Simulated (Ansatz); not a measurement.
Ta(N,C): Ta₂CN

A 16-atom cell of Ta(N,C) started in the rock salt structure, site fractions N 0.500, C 0.500, short-range order -0.17 in the first shell of the mixed sites (0 is random, a negative value favours unlike neighbours), space group Imma at the end, an ordered arrangement that its symmetry holds.

The mixing enthalpy is taken against the end members in the rock salt type (which need not be the stable form of TaN), relaxed in the same cell and mesh, with TaN held in the symmetric form, which may not be a minimum.

Method: PBE (plane waves to 420 eV, PAW; Ansatz, an electronic-structure program). Scalar-relativistic, without spin–orbit coupling; the runs are not spin-polarised. Its k-point mesh 5×5×5, Fermi–Dirac width 0.05 eV.

```
Quantity                                                                                          Result
----------------------------------------------------------  --------------------------------------------
volume per atom                                                                                 11.06 Å³
N–Ta bonds                                                  2.263 Å on average, from 2.229 to 2.308 (24)
C–Ta bonds                                                  2.195 Å on average, from 2.147 to 2.229 (24)
mixing enthalpy per site of the mixed sublattice                                                 -67 meV
departure of the mean lattice parameter from Vegard's line                                        +0.2 %
```

```xyz
16
Lattice="0.0000 4.4676 4.4676 4.4551 0.0116 4.4559 4.4551 4.4559 0.0116" Properties=species:S:1:pos:R:3 pbc="T T T"
Ta     0.0806     0.0000     0.0000
Ta     2.2275     2.1791     0.0546
Ta     2.2275     0.0788     2.1550
Ta     4.3744     2.2338     2.2338
Ta     0.0806     2.2338     2.2338
Ta     2.2275     4.3888     2.3125
Ta     2.2275     2.2884     4.4129
Ta     4.3744     4.4676     4.4676
C      2.2275     2.2338     2.2338
N      4.4551     4.4618     2.2396
C      4.4551     2.2396     4.4618
N      6.6826     4.4676     4.4676
C      2.2275     4.4676     4.4676
C      4.4551     6.6955     4.4734
N      4.4551     4.4734     6.6956
N      6.6826     6.7014     6.7014
```
